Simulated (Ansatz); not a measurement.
# Effect of isotropic strain +2.40 % on CdSe

Base system: CdSe in the wurtzite structure (space group P6_3mc, No. 186; a = 4.302 Å, c = 7.021 Å).

One thing is altered: an isotropic linear strain of +2.40 %, atoms relaxed at fixed cell.

Level of theory: PBEsol (Ansatz, an electronic-structure program, PAW, spin-orbit coupling left out). Γ-centred 9×9×5 mesh, Fermi–Dirac width 0.05 eV.

| quantity | base | changed | shift |
|---|---|---|---|
| volume per atom | 28.13 Å³ | 30.21 Å³ | +2.075 Å³ |
| space group | P6_3mc (No. 186) | P6_3mc (No. 186) | – |
| energy relative to the base (free energy F) | 0 meV/atom | +22 meV/atom | +22 meV/atom |
| pressure (mean of the normal stresses, compression positive) | 0.00 GPa | -3.12 GPa | -3.12 GPa |
| band gap | 0.54 eV | 0.39 eV | -0.15 eV |
| gap character | direct at Γ | direct at Γ | – |
| mean gap deformation potential ΔEg/Δln V | – | -2.1 eV | – |
| width of the top valence band | 1.75 eV | 1.54 eV | -0.21 eV |
| electron mass | 0.055 mₑ (at Γ) | 0.044 mₑ (at Γ) | – |
| valence-band top at Γ (three highest levels, from the VBM) | 0.00, 0.00, -0.05 eV | 0.00, 0.00, -0.04 eV | – |

Masses are band curvatures over ±0.01 Å⁻¹ around the edge. Whether these cells are dynamically stable was not tested.
